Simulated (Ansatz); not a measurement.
The reference is Cu in the fcc (Cu type) structure (space group Fm-3m, No. 225; a = 3.564 Å).

All numbers come from DFT with PBEsol, PAW potentials and a 420 eV plane-wave cutoff in Ansatz (a quantum-chemistry and plane-wave program), without spin-orbit coupling.

For the base:

The pressure is 0.0 GPa.

Modification: the cell is scaled by 1.0136 in all directions, atoms relaxed at fixed cell.

Question: How does this affect the energy relative to the base and pressure?

Answer: The energy goes up by 9.4 meV/atom; the pressure goes from zero to -6.2 GPa.

The cells carry an imposed strain or load. No phonon test of stability was made. All final runs are without spin polarisation.
